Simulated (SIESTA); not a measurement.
Band structure of ScAu4 (I4/m, 5 atoms in the cell).

```
ScAu4
1.0
   -3.27168     3.27168     2.01267
    3.27168    -3.27168     2.01267
    3.27168     3.27168    -2.01267
Sc Au
1 4
Direct
  0.00000   0.00000   0.00000
  0.79718   0.60235   0.39953
  0.20282   0.39765   0.60047
  0.60235   0.20282   0.80517
  0.39765   0.79718   0.19483
```

Method of the run: SIESTA with LDA PW92, numerical atomic orbitals DZP, PseudoDojo LDA standard norm-conserving potentials (rewritten from UPF to PSML).

Settings: XC.functional = LDA; XC.authors = PW92; potentials = PseudoDojo LDA standard; PAO.BasisSize = DZP; PAO.EnergyShift = 0.005 Ry; MeshCutoff = 350 Ry; kgrid.MonkhorstPack = 6 6 6; OccupationFunction = MP; OccupationMPOrder = 0; ElectronicTemperature = 272 meV; MaxSCFIterations = 150; SCF.Mixer.Method = Broyden; SCF.Mixer.Weight = 0.1; SCF.Mixer.History = 8.

The starting cell comes from a database of computed structures (which also holds hypothetical and non-ambient phases and stackings), without a prior relaxation at this level. Its lattice was rescaled by a random factor within 2.5 % of one. Spin-orbit coupling is off. Values carry the incompleteness of an atom-centred basis.

Levels in eV from the Fermi level, bands 41 to 46:
```csv
point,41,42,43,44,45,46
Γ,-2.44,-1.99,0.52,1.63,1.74,1.74
X,-2.67,-2.55,0.75,1.09,1.28,1.45
M,-2.60,-2.12,-2.06,-2.06,1.58,2.28
Z,-2.40,-1.95,-1.75,-1.75,-0.15,1.92
P,-2.23,-2.23,-2.02,-1.50,1.72,1.89
N,-2.77,-1.98,-1.10,-0.78,1.21,1.50
Z1,-2.40,-1.95,-1.75,-1.75,-0.15,1.92
```

Bands cross the Fermi level along this path, so the cell is metallic at this level.

Higher empty bands are left out: an atom-centred basis made for the valence describes them poorly.
